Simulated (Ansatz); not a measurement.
Relaxation of the outer planes of the (10-12) surface of hcp Ru in its 1x1 cell, outermost plane spacing 0.53 Å in the ideal cut (one of several cuts of this face).

Computed with PBE (plane waves to 420 eV, PAW; Ansatz, a program for electronic structure).

Set-up: 14 atoms, 10.1 Å thick at the start (thin: gaps and levels are the slab's own); mesh 14x6x1; 0.1 eV smearing; dipole correction on; all atoms relaxed; symmetry of the start imposed; no spin, no spin-orbit, no U.

```tsv
plane	atoms	bulk spacing to the next (Å)	relaxed spacing (Å)	change (%)	rumpling (Å)
1	Ru	0.529	0.533	0.8	0.00
2	Ru	1.058	0.888	-16.1	0.00
```
